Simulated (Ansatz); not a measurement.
The reference is Mo in the bcc (W type) structure (space group Im-3m, No. 229; a = 3.130 Å). Axes: x, y, z lie along the cube axes.

Calculations: PBEsol (Ansatz, a quantum-chemistry and plane-wave program, PAW, no spin-orbit coupling), earlier PAW set.

Before the change:

| Quantity | Value |
|---|---|
| Shortest interatomic distance | 2.710 Å |
| Band gap | zero |

Modification: a free-standing slab of 3 layers (3 atoms, 1 a layer) is cut normal to [110], with 15 Å of vacuum and the in-plane cell held at bulk.

What happens to the excess energy per area of both faces?

The excess energy per area of both faces (slab less bulk energy over the cell's area: twice a surface energy) amounts to 6.4 J/m² (uncertain by up to 0.07 J/m²).

Estimate the effect on the shortest interatomic distance.

The shortest interatomic distance drops by 0.067 Å to 2.643 Å.

Predict the new change of the spacing d12 from its bulk value of 2.213 Å.

The change of the spacing d12 from its bulk value of 2.213 Å amounts to -3.7 %.

What does the calculation give for the band gap after the change?

The band gap is still zero.

Slab and bulk use different k-meshes, which limits the precision of the excess energy. Stability against distortions was not tested. The final runs are not spin-polarised.
